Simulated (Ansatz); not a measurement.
**What uniaxial strain ε_zz = −2.78 % does to TiC**

Take TiC in the rock salt structure (space group Fm-3m, No. 225; a = 4.328 Å; relaxed with 0.1 eV smearing) as the base. Axes: x, y, z lie along the cube axes.

Perturbation: the cell is compressed by 2.78 % along z with no lateral relaxation, atoms relaxed at fixed cell.

Calculations: r2SCAN (Ansatz, a program for electronic structure; PAW; 500 eV plane waves; without spin-orbit coupling). k-mesh 23×23×23 (Γ-centred); smearing 0.1 eV (Fermi–Dirac).

Volume per atom: 9.85 Å³ (base 10.13 Å³)
Space group: I4/mmm (No. 139) (base Fm-3m (No. 225))
Shortest interatomic distance: 2.104 Å (base 2.164 Å)
Energy relative to the base (free energy F): +14 meV/atom
Pressure (mean of the normal stresses, compression positive): 8.2 GPa (base 0.0 GPa)
Band gap: zero (base zero)
Stress (xx, yy, zz, yz, xz, xy; compression positive): (3.8, 3.8, 17.2, 0.0, 0.0, 0.0) GPa

Cost of the whole job for the changed cell (relaxation, final SCF and bands): roughly 100 core-seconds.

Whether these cells are dynamically stable was not tested. The final runs are not spin-polarised.
